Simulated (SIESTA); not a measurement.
**Several settings converged on As (R-3m, 2 atoms in the cell)**

```
As
1.0
    3.69877    -1.88940     0.00000
    3.69877     1.88940     0.00000
    2.73362     0.00000     3.12698
As
2
Direct
  0.23172   0.23172   0.23172
  0.77300   0.77300   0.77300
```

Base method: SIESTA with GGA PBE, numerical atomic orbitals TZP, PseudoDojo PBE standard norm-conserving potentials (rewritten from UPF to PSML).

Base settings: XC.functional = GGA; XC.authors = PBE; potentials = PseudoDojo PBE standard; PAO.BasisSize = TZP; PAO.EnergyShift = 0.01 Ry; MeshCutoff = 300 Ry; kgrid.MonkhorstPack = 5 5 5; OccupationFunction = FD; ElectronicTemperature = 100 meV; MaxSCFIterations = 150.

Core times come from one kind of shared machine, to one figure; runs under 30 s give none.

**The k-point mesh at a smearing width of 0.02 eV**

In this ladder: ElectronicTemperature = 20 meV.

Only quantities that move along the ladder and can be compared are tabulated.

```csv
kgrid.MonkhorstPack,free energy less the last step's (meV/atom),pressure (GPa),largest difference of a force vector from the last step's (eV/Å),core time / last (rough)
4 4 4,-30.91,4.26,0.313,–
5 5 5,-22.44,3.93,0.157,–
7 7 7,-11.49,4.17,0.020,–
10 10 10,-2.90,4.27,0.020,–
12 12 12,-1.16,4.31,0.024,0.1
14 14 14,-0.40,4.32,0.017,0.2
20 20 20,0.38,4.35,0.006,0.5
25 25 25,0.00,4.35,0.000,1
```

Coarsest kgrid.MonkhorstPack that holds the free energy within 2 meV/atom of the last step, with all finer ones: 12 12 12, at about 0.1 of the last step's time; the step before is off by 2.9 meV/atom.

Coarsest kgrid.MonkhorstPack that holds the pressure within 0.2 GPa of the last step, with all finer ones: 7 7 7; the step before is off by 0.42 GPa.

Coarsest kgrid.MonkhorstPack that holds the forces within 0.01 eV/Å: not settled: the last two steps still differ by 0.006 eV/Å, over half the tolerance, so the ladder does not show it.

**The width of Fermi-Dirac smearing**

In this ladder: kgrid.MonkhorstPack = 8 8 8.

Narrow widths need finer meshes than wide ones, so the last steps can hold mesh noise.

Only quantities that move along the ladder and can be compared are tabulated; pressure and forces are left out, as mesh noise rules them at narrow widths.

| ElectronicTemperature | free energy less the last step's (meV/atom) |
|---|---|
| 1000 meV | -607.80 |
| 500 meV | -100.86 |
| 300 meV | -23.81 |
| 200 meV | -6.95 |
| 100 meV | 0.00 |

Widest ElectronicTemperature that holds the free energy within 5 meV/atom: not settled: the last two steps still differ by 7.0 meV/atom, over half the tolerance, so the ladder does not show it.

**The SCF threshold**

In this ladder: SCF.DM.Tolerance = default; SCF.DM.Converge = false; SCF.H.Converge = false; SCF.FreeE.Converge = true.

The mesh stays at the base's, so the ladder's end is converged at best in this setting alone.

Only quantities that move along the ladder and can be compared are tabulated.

| SCF.FreeE.Tolerance | free energy less the last step's (meV/atom) | pressure (GPa) | largest difference of a force vector from the last step's (eV/Å) |
|---|---|---|---|
| 1.0E-01 eV | 27.89 | 2.91 | 0.326 |
| 1.0E-02 eV | 0.01 | 4.02 | 0.010 |
| 1.0E-03 eV | 0.01 | 3.99 | 0.000 |
| 1.0E-04 eV | 0.01 | 3.99 | 0.000 |
| 1.0E-05 eV | 0.01 | 3.99 | 0.000 |
| 1.0E-06 eV | 0.00 | 3.98 | 0.000 |
| 1.0E-07 eV | 0.00 | 3.98 | 0.000 |
| 1.0E-10 eV | 0.00 | 3.98 | 0.000 |
| 1.0E-12 eV | 0.00 | 3.98 | 0.000 |

Coarsest SCF.FreeE.Tolerance that holds the free energy within 2 meV/atom of the last step, with all finer ones: 1.0E-02 eV; the step before is off by 28 meV/atom.

Coarsest SCF.FreeE.Tolerance that holds the forces within 0.005 eV/Å of the last step, with all finer ones: 1.0E-03 eV; the step before is off by 0.010 eV/Å.

Coarsest SCF.FreeE.Tolerance that holds the pressure within 0.5 GPa of the last step, with all finer ones: 1.0E-02 eV; the step before is off by 1.1 GPa.

On the base run: the starting cell has typed, rounded lattice constants, without a prior relaxation at this level. Its lattice was rescaled by up to half a per cent. One atom was moved a little off its site on purpose. Values carry the incompleteness of an atom-centred basis. In the base run, with a pressure of about 4 GPa the cell is away from its equilibrium volume at this level.

Left out of this page: 2 runs of the series outside the window shown, repeating another row's setting, or not comparable.
